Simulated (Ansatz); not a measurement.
BAs (model structure, started from the BN type, Pm-3n, No. 223, 12 atoms in the cell), treated with r²SCAN in Ansatz (PAW).

The run printed, among other lines:

```
Crystal: 12 atoms, lattice volume = 204.365 Å³
Basis set: ecut = 560 eV, 6187 PW (Γ), exchange–correlation on 144×144×144 points (27 copies of the dense FFT grid, shifted against one another)
Bands: 66, of which v1, the nominal top of the filled ones, is band 54 counted from 1 (53 counted from 0)
Symmetry: 48 space group operations
Space group: Pm-3n (ITA 223), of the structure as read, at distance tolerance 5.9e-5 Å
k-points: 20 of 216
Functional: x = r2scan, c = r2scan; τ floored in thin density (d = 2e-4 eV/Å³)
SCF iter   1: F=—  HF=-30124.174363 eV  |F-HF|=—  |Δ(HF+E_count)|=         —  Δρ=5.69e-3  dr2=9.26e-2  dr2_τ=5.58e-1
SCF iter   2: F=—  HF=-30124.313844 eV  |F-HF|=—  |Δ(HF+E_count)|=   1.39e-1  Δρ=3.63e-3  dr2=3.84e-2  dr2_τ=2.23e-4
  ...
SCF iter   8: F=—  HF=-30124.315597 eV  |F-HF|=—  |Δ(HF+E_count)|=   4.33e-7  Δρ=7.99e-7  dr2=1.22e-9  dr2_τ=5.07e-11
SCF iter   9: F=-30124.315597 eV  HF=-30124.315597 eV  |F-HF|=5.82e-11  |Δ(HF+E_count)|=   6.13e-9  Δρ=2.11e-7  dr2=1.06e-10  dr2_τ=6.87e-12
SCF 1 converged in 9 iterations: F = -30124.315597 eV  dr2 = 1.06e-10
SCF converged after 9 iterations
Free energy (F): -30124.315597 eV
Internal energy: -30124.315597 eV  (E = F + TS)
E sigma→0 (E₀):  -30124.315597 eV
Fermi energy:    8.281912 eV
--- Stress (GPa, compression-positive) ---
        0.003290      -0.000000       0.000000
        0.000000       0.003290       0.000000
        0.000000       0.000000       0.003290
  P = ⅓ Tr σ = 0.0033 GPa (0.033 kbar)
```

Question: Write an input file that could have produced this run (the log leaves some choices open).

Answer: Several could match; the one computed here: 
Ansatz 0.2 input:
```yaml
crystal:
  lattice:
    - [5.8902773327, 0.0, 0.0]
    - [0.0, 5.8902773327, 0.0]
    - [0.0, 0.0, 5.8902773327]
  atoms:
    - { symbol: B, position: [0.25, 0.0, 0.5] }
    - { symbol: B, position: [0.5, 0.25, 0.0] }
    - { symbol: B, position: [0.5, 0.75, 0.0] }
    - { symbol: B, position: [0.75, 0.0, 0.5] }
    - { symbol: B, position: [0.0, 0.5, 0.75] }
    - { symbol: B, position: [0.0, 0.5, 0.25] }
    - { symbol: As, position: [0.25, 0.5, 0.0] }
    - { symbol: As, position: [0.0, 0.25, 0.5] }
    - { symbol: As, position: [0.0, 0.75, 0.5] }
    - { symbol: As, position: [0.75, 0.5, 0.0] }
    - { symbol: As, position: [0.5, 0.0, 0.75] }
    - { symbol: As, position: [0.5, 0.0, 0.25] }
basis:
  ecutwfc: 560
  ecutrho_ratio: 4
  xc_grid: 3
kpoints:
  mp_grid: { grid: [6, 6, 6] }
  band_path:
    path:
      - [0.0, 0.0, 0.0]
      - [0.0, 0.125, 0.0]
      - [0.0, 0.25, 0.0]
      - [0.0, 0.375, 0.0]
      - [0.0, 0.5, 0.0]
      - [0.125, 0.5, 0.0]
      - [0.25, 0.5, 0.0]
      - [0.375, 0.5, 0.0]
      - [0.5, 0.5, 0.0]
      - [0.428571, 0.428571, 0.0]
      - [0.357143, 0.357143, 0.0]
      - [0.285714, 0.285714, 0.0]
      - [0.214286, 0.214286, 0.0]
      - [0.142857, 0.142857, 0.0]
      - [0.071429, 0.071429, 0.0]
      - [0.055556, 0.055556, 0.055556]
      - [0.111111, 0.111111, 0.111111]
      - [0.166667, 0.166667, 0.166667]
      - [0.222222, 0.222222, 0.222222]
      - [0.277778, 0.277778, 0.277778]
      - [0.333333, 0.333333, 0.333333]
      - [0.388889, 0.388889, 0.388889]
      - [0.444444, 0.444444, 0.444444]
      - [0.5, 0.5, 0.5]
      - [0.428571, 0.5, 0.428571]
      - [0.357143, 0.5, 0.357143]
      - [0.285714, 0.5, 0.285714]
      - [0.214286, 0.5, 0.214286]
      - [0.142857, 0.5, 0.142857]
      - [0.071429, 0.5, 0.071429]
      - [0.5, 0.5, 0.375]
      - [0.5, 0.5, 0.25]
      - [0.5, 0.5, 0.125]
    npoints: 1
hamiltonian:
  xc: r2scan
  dispersion: none
  pseudopotentials: { kind: paw }
scf:
  occupations: { method: fermi_dirac, width: 0.01 }
  convergence: { dr2_threshold: 0.0000000012 }
output:
  forces: true
  stress: true
  eigenvalues: true
  write_bands: true
```

The PAW data were made under PBE.

Note: the relaxation could raise the start's symmetry but not lower it, so the cell can be a saddle point.

Computing time: around 50 core-seconds (rough).

A model structure was made by putting elements into a prototype or built by hand; it is no filed structure, need not be a known phase, and can be a saddle point held by its symmetry.

Ansatz is a program for electronic structure.
